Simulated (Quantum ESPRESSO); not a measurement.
Quantum ESPRESSO run on ZnH₆ (Pca2_1, 28 atoms in the cell): self-consistent single point.

Computed with LDA (PZ), GBRV 1.5 ultrasoft (LDA) pseudopotentials (plane waves; Quantum ESPRESSO).

```xyz
28
Lattice="11.7725 0.0000 0.0000 0.0000 5.7199 0.0000 0.0000 0.0000 8.1413" Properties=species:S:1:pos:R:3 pbc="T T T"
Zn     1.7645     0.7893     2.0294
Zn    10.0080     4.9305     6.1000
Zn     4.1218     0.7893     6.1000
Zn     7.6507     4.9305     2.0294
H      1.0037     0.9931     3.3356
H     10.7688     4.7268     7.4063
H      4.8825     0.9931     7.4063
H      6.8900     4.7268     3.3356
H      1.4746     3.2233     2.0632
H     10.2979     2.4966     6.1339
H      4.4116     3.2233     6.1339
H      7.3609     2.4966     2.0632
H      2.5326     0.5580     0.7285
H      9.2399     5.1619     4.7991
H      3.3536     0.5580     4.7991
H      8.4189     5.1619     0.7285
H      5.3148     4.2548     0.8215
H      6.4577     1.4651     4.8921
H      0.5714     4.2548     4.8921
H     11.2010     1.4651     0.8215
H     11.6066     0.9747     0.4174
H      0.1659     4.7451     4.4880
H      6.0521     0.9747     4.4880
H      5.7204     4.7451     0.4174
H      1.9066     3.3978     1.4731
H      9.8659     2.3220     5.5437
H      3.9797     3.3978     5.5437
H      7.7928     2.3220     1.4731
```

Reference input (self-consistent single point, DFT, LDA (PZ), plane waves, GBRV 1.5 ultrasoft (LDA) pseudopotentials): ecutwfc = 50 Ry; ecutrho = 250 Ry; occupations = smearing; smearing = gaussian; degauss = 0.0036749 Ry; potentials = {Zn: zn_lda_v1.uspp.F.UPF, H: h_lda_v1.4.uspp.F.UPF}; K_POINTS = automatic 2 3 2 0 0 0; conv_thr = 1e-10 Ry; mixing_beta = 0.7. This run's input differs from it in these lines:

```diff
@@ -58,3 +58,3 @@
 K_POINTS automatic
-2 3 2  0 0 0
+2 3 2  0 0 1
```

Output (repeated stretches shortened):

```
     Self-consistent Calculation

     iteration #  1     ecut=    50.00 Ry     beta= 0.70

     total energy              =   -1871.64163316 Ry
     estimated scf accuracy    <       1.56421146 Ry

     iteration #  2     ecut=    50.00 Ry     beta= 0.70

     total energy              =   -1871.75970251 Ry
     estimated scf accuracy    <       0.27182314 Ry

     iteration #  3     ecut=    50.00 Ry     beta= 0.70

     total energy              =   -1871.82660667 Ry
     estimated scf accuracy    <       0.21773886 Ry

   [... 6 blocks of this kind left out ...]

     iteration # 10     ecut=    50.00 Ry     beta= 0.70

     total energy              =   -1871.87395135 Ry
     estimated scf accuracy    <          5.5E-10 Ry

     iteration # 11     ecut=    50.00 Ry     beta= 0.70
     End of self-consistent calculation

     the Fermi energy is    -0.8291 ev

!    total energy              =   -1871.87395135 Ry
     estimated scf accuracy    <          1.8E-11 Ry
     smearing contrib. (-TS)   =      -0.00000000 Ry
     internal energy E=F+TS    =   -1871.87395135 Ry

     convergence has been achieved in  11 iterations

     Forces acting on atoms (cartesian axes, Ry/au):

     atom    1 type  1   force =    -0.00405760    0.00302108   -0.00149957
     atom    2 type  1   force =     0.00405760   -0.00302108   -0.00149957
     atom    3 type  1   force =     0.00405760    0.00302108   -0.00149957
     atom    4 type  1   force =    -0.00405760   -0.00302108   -0.00149957
     atom    5 type  2   force =     0.00107086   -0.00122411   -0.00284320
   [... 19 lines left out ...]
   [... lines left out ...]

     Total force =     0.173415     Total SCF correction =     0.000004

          total   stress  (Ry/bohr**3)                   (kbar)     P=        0.20
   0.00000548   0.00000000   0.00000000            0.81        0.00        0.00
   0.00000000  -0.00001106   0.00000000            0.00       -1.63        0.00
   0.00000000   0.00000000   0.00000962            0.00        0.00        1.41

   JOB DONE.
```

The run converged in 11 iterations. Against the reference run the free energy stays essentially unchanged (within 1 meV/atom), the pressure stays at 0.02 GPa, the largest force stays at 1.180 eV/Å and the gap on the mesh goes from 4.371 to 4.600 eV.

The starting cell comes from a database of computed structures (which also holds hypothetical and non-ambient phases and stackings), without a prior relaxation at this level. Its lattice was rescaled by a random factor within 2.5 % of one. Forces in this geometry exceed 1 eV/Å. Another mesh or the band path of this cell gives a smaller gap, so this value is not converged in the mesh.

Cost on one core of a shared machine: roughly 4 min.
